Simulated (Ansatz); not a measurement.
## Hypothetical simple cubic Pt: pressure series

The reference is Pt in the simple cubic structure (space group Pm-3m, No. 221; a = 2.587 Å; a hypothetical phase, not in the database extracts checked).

Cell and atoms are relaxed at each pressure.

Level of theory: Ansatz (a first-principles code) PBEsol, scalar-relativistic without spin-orbit coupling.

Notes on the quantities. enthalpy: H = E + PV relative to the base's energy.

```
case                   enthalpy      density
----------------  -------------  -----------
base                          –  18.71 g/cm³
pressure −2 GPa   -0.22 eV/atom  18.53 g/cm³
pressure −1 GPa   -0.11 eV/atom  18.62 g/cm³
pressure 0.3 GPa  +0.03 eV/atom  18.73 g/cm³
pressure 0.7 GPa  +0.08 eV/atom  18.77 g/cm³
pressure 1.5 GPa  +0.16 eV/atom  18.83 g/cm³
pressure 3 GPa    +0.32 eV/atom  18.96 g/cm³
pressure 5 GPa    +0.53 eV/atom  19.12 g/cm³
pressure 7.5 GPa  +0.80 eV/atom  19.31 g/cm³
pressure 10 GPa   +1.06 eV/atom  19.50 g/cm³
```

Load acts through the strain it causes; cell and atoms are relaxed under it. Whether these cells are dynamically stable was not tested. No other phases were tried under pressure. The final runs are not spin-polarised.
